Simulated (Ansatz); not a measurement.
The structure below was relaxed with PBE (Ansatz, a first-principles code, PAW, no SOC).

Space group F-43m (No. 216); a = b = c = 5.9595 Å, α = β = γ = 90.00°

```json
[
 {"atom": "P", "site": "4c", "symmetry": "-43m", "x": "0.2500", "y": "0.2500", "z": "0.2500"},
 {"atom": "In", "site": "4a", "symmetry": "-43m", "x": "0.0000", "y": "0.0000", "z": "0.0000"}
]
```

Q: Write out a cell with all atoms.

A: 
```xyz
8
Lattice="5.9595 0.0000 0.0000 0.0000 5.9595 0.0000 0.0000 0.0000 5.9595" Properties=species:S:1:pos:R:3 pbc="T T T"
P      1.4899     1.4899     1.4899
In     0.0000     0.0000     0.0000
P      1.4899     4.4697     4.4697
In     0.0000     2.9798     2.9798
P      4.4697     1.4899     4.4697
In     2.9798     0.0000     2.9798
P      4.4697     4.4697     1.4899
In     2.9798     2.9798     0.0000
```
This is the conventional cell.

Stability against distortions was not tested. The cell was made from InSb by this change: Sb → P.
